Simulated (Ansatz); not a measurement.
# Ti3Al: pressure −2 GPa

Start from Ti₃Al (space group P6_3/mmc, No. 194; a = 5.747 Å, c = 4.632 Å).

Modification: a negative pressure, −2 GPa.

Method: r2SCAN (Ansatz, a quantum-chemistry and plane-wave program, PAW, no SOC), earlier PAW set. Γ-centred 10×10×10 mesh, Fermi–Dirac width 0.05 eV.

```csv
quantity,base,changed,shift
volume per atom,16.56 Å³,16.85 Å³,+0.284 Å³
density,4.28 g/cm³,4.20 g/cm³,-0.072 g/cm³
lattice parameter a,5.747 Å,5.781 Å,+0.034 Å
c/a ratio,0.806,0.805,-0.0005
shortest interatomic distance,2.813 Å,2.829 Å,+0.016 Å
band gap,zero,zero,–
```

Cost of the whole job for the changed cell (relaxation, final SCF and bands): roughly 4 core-minutes.

Load acts through the strain it causes; cell and atoms are relaxed under it. No phonon test of stability was made. All final runs are without spin polarisation.
